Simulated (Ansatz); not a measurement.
The starting structures come from a database of crystals and need not be the phases stable at ambient conditions.

By PBEsol, the system below comes out a metal.

Without scattering a metal conducts by its projected Fermi surface.

Input:

```xyz
2
Lattice="4.7850 0.0000 0.0000 0.0000 6.7671 0.0000 2.3925 -3.3835 2.3925" Properties=species:S:1:pos:R:3 pbc="T T T"
In     0.0000     0.0000     0.0000
Bi     2.3925     1.6918     0.0000
```

The cell is taken as given; by PBEsol it stands under a pressure of -0.7 GPa.

The current flows along the normal of the first two printed cell vectors, the (110) plane of the conventional cell. No spin-orbit coupling; the value is a mean over 0.1 eV about the Fermi level.

Task: Compute, with PBEsol in Ansatz (a first-principles code), the ballistic conductance per area.

Result: 0.040 × 10¹⁵ S/m² for both spins.
